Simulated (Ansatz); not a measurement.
**Nb₂N (P-3m1, No. 164, 3 atoms in the cell; start mp-1220726)**

Level of theory: LDA (plane waves, PAW; Ansatz, a quantum-chemistry and plane-wave program).

Run with plane-wave cutoff 520 eV, 24×24×12 k mesh (along the axes of the cell as run), Fermi–Dirac smearing 0.05 eV, no spin polarisation, scalar-relativistic PAW data made under PBE.

Cell (relaxed at this level):

```
CELL_PARAMETERS angstrom
      3.09937     0.00000     0.00000
     -1.54969     2.68413     0.00000
      0.00000     0.00000     4.76863
ATOMIC_POSITIONS crystal
  Nb 0.66667 0.33333 0.25414
  Nb 0.33333 0.66667 0.74586
  N  0.00000 0.00000 0.50000
```

```
Quantity           Value
---------------  -------
bulk modulus B0  259 GPa
```

Note: the run has no spin polarisation, so it can have missed a magnetic state; the bulk modulus is −V dP/dV from two relaxed cells at ±2 % in volume; the relaxation could not lower the start's symmetry, so the cell can be a saddle point above a distorted one.

The computed numbers hold no vibrational or temperature effects.

Cost on a shared machine: about 5 core-minutes (a rough figure).

A start named mp-… is a Materials Project structure, which need not be a measured phase.
